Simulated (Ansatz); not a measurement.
Consider NaCl in the rock salt structure (space group Fm-3m, No. 225; a = 5.608 Å). Axes: x, y, z lie along the cube axes.

Perturbation: uniaxial stress, 2 GPa compression along z; all other stress components relax to zero.

Computed with DFT with r2SCAN, PAW potentials and a 500 eV plane-wave cutoff in Ansatz (a quantum-chemistry and plane-wave program), no spin-orbit coupling.

**Question.** Give the band edges at the high-symmetry points of the new zone, measured from its valence-band maximum.

**Answer.** 
| point | valence edge (eV) | conduction edge (eV) |
|---|---|---|
| Γ | 0.00 | 6.04 |
| X | -0.57 | 8.48 |
| P | -0.87 | 9.91 |
| N | -0.28 | 7.98 |
| M | -0.71 | 8.46 |
| S | -0.61 | 8.89 |
| S₀ | -0.61 | 8.89 |
| R | -0.79 | 9.77 |
| G | -0.79 | 9.77 |

The gap is 6.04 eV, direct at Γ.

Load acts through the strain it causes; cell and atoms are relaxed under it. Stability under load was not tested beyond the relaxation. k-point labels follow each cell's own Brillouin zone.
